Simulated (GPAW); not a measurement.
Worked example: self-consistent single point of Os₃W (P1, 8 atoms in the cell) in GPAW.

Method of the run: PBEsol, GPAW PAW datasets PBEsol (made by gpaw-setup) (plane waves; GPAW 25.7.0).

The change in words: atoms moved at random. Reference geometry:
```
CELL_PARAMETERS angstrom
      5.52853     0.00000     0.00000
     -2.76426     4.78785     0.00000
      0.00000     0.00000     4.39709
ATOMIC_POSITIONS crystal
  Os 0.16637 0.33274 0.25000
  Os 0.83363 0.66726 0.75000
  Os 0.83363 0.16637 0.75000
  Os 0.16637 0.83363 0.25000
  Os 0.66726 0.83363 0.25000
  Os 0.33274 0.16637 0.75000
  W  0.33333 0.66667 0.75000
  W  0.66667 0.33333 0.25000
```

Reference input (self-consistent single point, DFT PBEsol, plane waves, GPAW PAW datasets PBEsol (made by gpaw-setup)): mode = pw; ecut = 550 eV; xc = PBEsol; kpts = 4 4 5; mesh shift (steps) = 0 0 0; occupations.name = fermi-dirac; occupations.width = 0.1 eV; nbands = -12; convergence.density = 1e-05 e/electron; symmetry.symmorphic = false; symmetry.tolerance = 0.0005; maxiter = 120. This run's input differs from it in these lines:

```diff
@@ -8,10 +8,10 @@
                     [0.000000, 0.000000, 4.397090]],
-              scaled_positions=[[0.166370, 0.332740, 0.250000],
-                                [0.833630, 0.667260, 0.750000],
-                                [0.833630, 0.166370, 0.750000],
-                                [0.166370, 0.833630, 0.250000],
-                                [0.667260, 0.833630, 0.250000],
-                                [0.332740, 0.166370, 0.750000],
-                                [0.333333, 0.666667, 0.750000],
-                                [0.666667, 0.333333, 0.250000]],
+              scaled_positions=[[0.163103, 0.330380, 0.249778],
+                                [0.840967, 0.665533, 0.751822],
+                                [0.833095, 0.162308, 0.752785],
+                                [0.161975, 0.828373, 0.254110],
+                                [0.665807, 0.840309, 0.257868],
+                                [0.333109, 0.175947, 0.732980],
+                                [0.336738, 0.668182, 0.748393],
+                                [0.665205, 0.328968, 0.252264]],
               pbc=True)
```

Output, abridged:

```
     iter     time        total  log10-change:
                         energy   eigst   dens
iter:   1 --:--:--   -99.570693
iter:   2 --:--:--   -99.555306   -0.72  -1.38
iter:   3 --:--:--   -99.111852   -0.55  -1.38
iter:   4 --:--:--   -98.496401   -1.92  -1.71
iter:   5 --:--:--   -98.282273   -2.48  -1.87
iter:   6 --:--:--   -98.587797   -2.24  -2.00
iter:   7 --:--:--   -98.141228   -2.02  -1.85
iter:   8 --:--:--   -98.126663   -2.90  -2.28
iter:   9 --:--:--   -98.102870c  -2.72  -2.40
iter:  10 --:--:--   -98.104925c  -3.07  -2.85
iter:  11 --:--:--   -98.106409c  -3.93  -2.88
iter:  12 --:--:--   -98.103646c  -4.19  -2.78
iter:  13 --:--:--   -98.102429c  -4.48  -2.99
   [... 5 lines left out ...]
iter:  19 --:--:--   -98.101187c  -5.79  -3.94
iter:  20 --:--:--   -98.101191c  -6.05  -4.11
iter:  21 --:--:--   -98.101190c  -6.64  -4.32
iter:  22 --:--:--   -98.101192c  -7.20  -4.41
iter:  23 --:--:--   -98.101194c  -7.73c -4.52
iter:  24 --:--:--   -98.101193c  -7.41c -4.59
iter:  25 --:--:--   -98.101193c  -8.02c -4.80
iter:  26 --:--:--   -98.101193c  -7.60c -4.92
iter:  27 --:--:--   -98.101192c  -8.56c -5.25c
Converged after 27 iterations.

Dipole moment: (-0.229994, 0.321843, 0.031891) |e|*Ang

Energy contributions relative to reference atoms: (reference = -3690023.899992)

Kinetic:         +9.043372
Potential:      -19.863923
External:        +0.000000
XC:             -85.940422
Entropy (-ST):   -0.218723
Local:           -1.230857
SIC:             +0.000000
--------------------------
Free energy:    -98.210554
Extrapolated:   -98.101192

Showing only first 2 kpts
 Kpt  Band  Eigenvalues  Occupancy
  0    54     14.17794    1.99489
  0    55     14.21631    1.99252
  0    56     15.28532    0.01205
  0    57     17.08033    0.00000

  1    54     14.89795    0.45162
  1    55     15.03433    0.13881
  1    56     15.10701    0.06960
  1    57     16.60919    0.00000

Fermi level: 14.77474

No gap
   [... lines left out ...]
  3 Os    0.04007    0.28818   -0.36291
  4 Os    0.43287   -0.59341   -0.45278
  5 Os    0.38163   -0.64643    1.13927
  6 W    -0.14209   -0.00668    0.10534
  7 W    -0.11389    0.27678   -0.15378

Stress tensor:
     0.038049    -0.002912    -0.000019
    -0.002912     0.041076     0.001281
    -0.000019     0.001281     0.051930
Stress (GPa, Voigt): [ 6.0961e+00  6.5812e+00  8.3202e+00  2.0520e-01 -3.0000e-03 -4.6650e-01]
```

The run converged in 27 iterations. GPAW prints stress with tension positive. Against the reference run the free energy rises by 14.6 meV/atom, the pressure goes from -7.75 to -7.00 GPa and the largest force goes from 0.006 to 1.364 eV/Å.

The starting cell comes from a database of computed structures (which also holds hypothetical and non-ambient phases and stackings), without a prior relaxation at this level. For this run, on top of that: atoms moved at random. Spin polarisation is off. With a pressure of about -7 GPa the cell is away from its equilibrium volume at this level. Forces in this geometry exceed 1 eV/Å.

Cost on one core of a shared machine: roughly 5 min.
